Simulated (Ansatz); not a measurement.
Mg on the 1x1 (110) surface of bcc W, one in a 2x1 cell, energies for each (14.3 Å²). Energies are against an atom of hcp Mg, without zero-point or thermal terms; each row is named by its start.

Calculation: PBE (plane waves to 420 eV, PAW; Ansatz, an electronic-structure program).

Model: 9-atom slab, 6.6 Å thick at the start under the adsorbate (thin: gaps and levels are the slab's own), 6x12x1 mesh, Fermi-Dirac 0.1 eV, dipole correction, 4 atoms held, the rest relaxed; each run with such symmetry as its start has; no spin, no spin-orbit, no U, no dispersion correction.

A negative adsorption energy means that the adsorbate is more stable on the surface than in its reference. Starts that drift may end in the same place. Heights count from the host atoms within 0.3 Å of the top one.

```
starting site            E_ads (eV)  height (Å)  nearest host atom (Å)  bonded to  Δ work function (eV)  lateral drift (Å)
-----------------------  ----------  ----------  ---------------------  ---------  --------------------  -----------------
top W                          0.16        2.79                 W 2.81          W                     ?                0.0
hollow W-W-W                  -0.37        2.33                 W 2.84        4 W                 -1.19                0.6
bridge W-W (span 2.8 Å)           ?        2.46                 W 2.83        2 W                     ?                0.0
bridge W-W (span 3.2 Å)       -0.37        2.33                 W 2.85        4 W                 -1.19                0.0
```

Q: Complete the blanks.

A: 
- top W, Δ work function (eV): -0.96
- bridge W-W (span 2.8 Å), E_ads (eV): -0.28
- bridge W-W (span 2.8 Å), Δ work function (eV): -1.23
